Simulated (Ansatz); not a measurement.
Pressure series in HfN

Base system: HfN in the rock salt structure (space group Fm-3m, No. 225).

```
HfN
1.0
    0.00000     2.27395     2.27395
    2.27395     0.00000     2.27395
    2.27395     2.27395     0.00000
Hf N
1 1
Direct
  0.00000   0.00000   0.00000
  0.50000   0.50000   0.50000
```

Cell and atoms are relaxed at each pressure.

Calculations: Kohn–Sham DFT with the PBE functional, run in Ansatz (a program for electronic structure) with PAW and 420 eV plane waves, no spin-orbit coupling.

```json
[
 {"pressure (GPa)": "-2", "volume per atom (Å³/atom)": "11.849"},
 {"pressure (GPa)": "-1", "volume per atom (Å³/atom)": "11.803"},
 {"pressure (GPa)": "0", "volume per atom (Å³/atom)": "11.758"},
 {"pressure (GPa)": "2.1", "volume per atom (Å³/atom)": "11.666"},
 {"pressure (GPa)": "4.5", "volume per atom (Å³/atom)": "11.566"},
 {"pressure (GPa)": "9", "volume per atom (Å³/atom)": "11.388"},
 {"pressure (GPa)": "15", "volume per atom (Å³/atom)": "11.172"},
 {"pressure (GPa)": "22.5", "volume per atom (Å³/atom)": "?"},
 {"pressure (GPa)": "30", "volume per atom (Å³/atom)": "10.709"}
]
```

Q: Fit the third-order Birch–Murnaghan form P(V) = (3B₀/2)[(V₀/V)^(7/3) − (V₀/V)^(5/3)]·[1 + (3/4)(B₀′ − 4)((V₀/V)^(2/3) − 1)] (squares taken in P) to the rows shown and predict the withheld row.

A: Least squares on the printed values gives V₀ = 11.758 Å³/atom, B₀ = 263 GPa, B₀′ = 4.2; this predicts 10.928 Å³/atom, and the run gives 10.929 Å³/atom, in agreement.

Load acts through the strain it causes; cell and atoms are relaxed under it. Stability against distortions was not tested. No other phases were tried under pressure. The final runs are not spin-polarised. An odd electron count without spin: HfN.
